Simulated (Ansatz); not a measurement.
Ansatz (a first-principles code) run on Na3BrO (P4mm, 5 atoms in the cell): self-consistent single point.

Level of theory: PBEsol, default PAW files made with PBE (plane waves; Ansatz).

```xyz
5
Lattice="4.5105 0.0000 0.0000 0.0000 4.5105 0.0000 0.0000 0.0000 4.5105" Properties=species:S:1:pos:R:3 pbc="T T T"
Na     0.0500     2.2552     2.2552
Na     2.2552     0.0000     2.2552
Na     2.2552     2.2552     0.0000
Br     0.0000     0.0000     0.0000
O      2.2552     2.2552     2.2552
```

Reference input (self-consistent single point, DFT, PBEsol, plane waves, default PAW files made with PBE): basis.ecutwfc = 30.9 Ry; kpoints.mp_grid.grid = 6 6 6; hamiltonian.xc = pbesol; hamiltonian.pseudopotentials = {kind: paw} (the program's default PAW files); scf.occupations.method = fermi_dirac; scf.occupations.width = 0.0015 Ry. This run's input differs from it in these lines:

Ansatz 0.2 input:
```diff
@@ -16,3 +16,4 @@
   mp_grid:
-    grid: [6, 6, 6]
+    grid: [4, 4, 4]
+    shift: [0.5, 0.5, 0.5]
 hamiltonian:
```

Output (repeated stretches shortened):

```
SCF iter   1: F=—  HF=-7729.296459 eV  |F-HF|=—  |Δ(HF+E_count)|=         —  Δρ=6.61e-3  dr2=3.00e-2  ethr=1.77e-3  ⟨swp⟩=7.0  Hψ=666  notcnv=0
all-band conjugate gradients solve this SCF's bands
preconditioner: auto → Resta (q_TF=auto, 2.376 Å⁻¹)
SCF iter   2: F=—  HF=-7729.288048 eV  |F-HF|=—  |Δ(HF+E_count)|=   8.41e-3  Δρ=1.86e-3  dr2=3.56e-3  ethr=7.51e-5  ⟨swp⟩=2.0  Hψ=264  notcnv=0  defer=5
SCF iter   3: F=—  HF=-7729.287176 eV  |F-HF|=—  |Δ(HF+E_count)|=   8.72e-4  Δρ=3.77e-4  dr2=1.55e-4  ethr=8.90e-6  ⟨swp⟩=2.0  Hψ=209  notcnv=0  defer=6
SCF iter   4: F=—  HF=-7729.287158 eV  |F-HF|=—  |Δ(HF+E_count)|=   1.73e-5  Δρ=1.26e-4  dr2=1.89e-5  ethr=3.87e-7  ⟨swp⟩=2.3  Hψ=198  notcnv=0  defer=6
SCF iter   5: F=—  HF=-7729.286605 eV  |F-HF|=—  |Δ(HF+E_count)|=   5.54e-4  Δρ=3.37e-5  dr2=8.89e-7  ethr=4.72e-8  ⟨swp⟩=2.0  Hψ=213  notcnv=0  defer=6
SCF iter   6: F=-7729.286605 eV  HF=-7729.286604 eV  |F-HF|=3.56e-8  |Δ(HF+E_count)|=   7.70e-8  Δρ=1.02e-5  dr2=6.86e-8  ethr=2.50e-10  ⟨swp⟩=9.0  Hψ=727  notcnv=0
SCF 1 converged in 6 iterations: F = -7729.286605 eV  dr2 = 6.86e-8
Free energy (F): -7729.286605 eV
Internal energy: -7729.286605 eV  (E = F + TS)
E sigma→0 (E₀):  -7729.286605 eV
Fermi energy:    5.106487 eV
--- Forces (eV/Å), atoms counted from 1 ---
  atom   1  Na    -0.32038166     0.00000000     0.00000000
  atom   2  Na     0.04969464    -0.00000000     0.00000000
  atom   3  Na     0.04969464    -0.00000000     0.00000000
  atom   4  Br     0.01254775    -0.00000000     0.00000000
  atom   5  O      0.20841569     0.00000000     0.00000000
--- Stress (GPa, compression-positive) ---
        0.874130       0.000000       0.000000
       -0.000000       0.756549       0.000000
        0.000000       0.000000       0.756549
  P = ⅓ Tr σ = 0.7957 GPa (7.957 kbar)
  The stress holds the Pulay correction. Without it, at fixed plane waves, as pw.x and ABINIT print it: P = 0.6519 GPa
```

The run converged in 6 iterations. Against the reference run the free energy stays essentially unchanged (within 1 meV/atom), the pressure stays at 0.80 GPa, the largest force stays at 0.320 eV/Å and the gap on the mesh goes from 1.997 to 2.959 eV.

The starting cell comes from a database of computed structures (which also holds hypothetical and non-ambient phases and stackings), without a prior relaxation at this level. Its lattice was rescaled by up to half a per cent. One atom was moved a little off its site on purpose. Ansatz's pressure includes its estimate of the finite-basis (Pulay) stress. Another mesh or the band path of this cell gives a smaller gap, so this value is not converged in the mesh.
